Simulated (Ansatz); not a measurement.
The starting structures come from a database of crystals and need not be the phases stable at ambient conditions.

By PBEsol, the system below comes out a metal.

The ballistic (Sharvin) conductance counts the channels at the Fermi level: G/A = (e²/h) × channels of both spins per area.

Given:

```
ScC
1.0
    3.31333     0.00000     0.00000
    0.00000     3.31333     0.00000
    1.65666    -1.65666     2.34287
Sc C
1 1
Direct
  0.00000   0.00000   0.00000
  0.50000   0.50000   0.00000
```

Space group of this cell: Fm-3m, rock salt. The cell is taken as given; by PBEsol its mean pressure is -5.2 GPa.

The current flows along the normal of the first two printed cell vectors, the (001) plane of the conventional cell. No spin-orbit coupling; the value is a mean over 0.1 eV about the Fermi level.

**Question.** Predict the ballistic conductance per area from PBEsol (Ansatz, a program for electronic structure).

**Answer.** 1.2 × 10¹⁵ S/m² for both spins.
